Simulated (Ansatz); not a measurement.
Consider interstitial Li in rock-salt CaO, charge state +1. These are PBE, PAW (plane waves to 420 eV; Ansatz, a program for electronic structure) values and carry that method's errors.

64-site cell at the relaxed PBE lattice, the Γ point alone, smearing 0.01 eV, spin-restricted, no finite-size correction. Static, classical nuclei. The charge state is imposed; whether it is stable for some Fermi level was not computed. Sites that were not tried may lie lower.

Barriers: single points on a 2×2×2 k-point mesh shifted by half a step at the bands' geometries.

Relaxed starting cell (atoms counted from 1):

```xyz
65
Lattice="9.6625 0.0000 0.0000 0.0000 9.6625 0.0000 0.0000 0.0000 9.6625" Properties=species:S:1:pos:R:3 pbc="T T T"
Ca    -0.1400    -0.1359    -0.1316
Ca     0.0025     0.0063     4.8299
Ca     0.0025     4.8259     0.0103
Ca    -0.0079     4.8587     4.8627
Ca     4.8218     0.0064     0.0105
Ca     4.8549    -0.0041     4.8628
Ca     4.8548     4.8587     0.0000
Ca     4.8296     4.8333     4.8373
O      2.3342     0.0831     0.0870
O      2.4253    -0.0094     4.8653
O      2.4255     4.8612    -0.0047
O      2.4098     4.8225     4.8270
O      7.2177    -0.0088    -0.0048
O      7.2561     0.0060     4.8268
O      7.2562     4.8226     0.0105
O      7.2453     4.8331     4.8376
Ca    -0.1406     2.5561     2.5599
Ca     0.0024     2.4132     7.2598
Ca     0.0024     7.2560     2.4173
Ca    -0.0079     7.2235     7.2277
Ca     4.8216     2.4131     2.4171
Ca     4.8549     2.4235     7.2270
Ca     4.8550     7.2232     2.4277
Ca     4.8295     7.2487     7.2528
O      2.3342     2.3370     2.3423
O      2.4254     2.4289     7.2250
O      2.4253     7.2208     2.4331
O      2.4098     7.2596     7.2640
O      7.2177     2.4287     2.4334
O      7.2562     2.4136     7.2642
O      7.2561     7.2596     2.4178
O      7.2454     7.2490     7.2533
Ca     2.5524    -0.1375     2.5606
Ca     2.4093     0.0062     7.2599
Ca     2.4094     4.8258     2.4170
Ca     2.4197     4.8587     7.2270
Ca     7.2520     0.0064     2.4174
Ca     7.2196    -0.0040     7.2278
Ca     7.2194     4.8587     2.4277
Ca     7.2449     4.8333     7.2528
O      0.0798     0.0827     2.3412
O     -0.0126    -0.0090     7.2256
O     -0.0127     4.8612     2.4333
O      0.0025     4.8225     7.2642
O      4.8576    -0.0094     2.4332
O      4.8189     0.0061     7.2639
O      4.8190     4.8225     2.4181
O      4.8294     4.8331     7.2535
Ca     2.5523     2.5565    -0.1336
Ca     2.4094     2.4130     4.8294
Ca     2.4094     7.2559     0.0102
Ca     2.4197     7.2231     4.8628
Ca     7.2520     2.4132     0.0104
Ca     7.2195     2.4236     4.8625
Ca     7.2195     7.2235     0.0001
Ca     7.2448     7.2487     4.8376
O      0.0801     2.3375     0.0877
O     -0.0127     2.4287     4.8654
O     -0.0126     7.2214    -0.0048
O      0.0023     7.2597     4.8268
O      4.8576     2.4291    -0.0046
O      4.8191     2.4135     4.8270
O      4.8190     7.2598     0.0103
O      4.8294     7.2489     4.8374
Li     1.2083     1.2106     1.2149
```
Cell charge +1.

End state 1 differs by these moves (Å; atoms that move under 0.08 Å are left out):

| atom | element | Δx | Δy | Δz |
|---|---|---|---|---|
| 1 | Ca | 0.00 | 0.00 | 0.28 |
| 9 | O | 0.00 | 0.00 | -0.16 |
| 17 | Ca | 0.14 | -0.14 | -0.14 |
| 18 | Ca | -0.14 | 0.14 | -0.15 |
| 25 | O | 0.09 | 0.09 | 0.11 |
| 26 | O | -0.09 | -0.09 | 0.11 |
| 33 | Ca | -0.14 | 0.14 | -0.15 |
| 34 | Ca | 0.14 | -0.14 | -0.14 |
| 41 | O | -0.09 | -0.09 | 0.11 |
| 42 | O | 0.09 | 0.09 | 0.11 |
| 49 | Ca | 0.00 | 0.00 | 0.28 |
| 57 | O | 0.00 | 0.00 | -0.16 |
| 65 | Li | 0.00 | 0.00 | -2.42 |

Task: Estimate the forward and backward barriers to end state 1 that PBE, PAW returns for this input.

Result: forward 1.04 eV, backward 1.04 eV; at the saddle point atom 65 has neighbours 2 Ca at 2.17; 2 O at 1.73 Å. The program found a first-order saddle point.
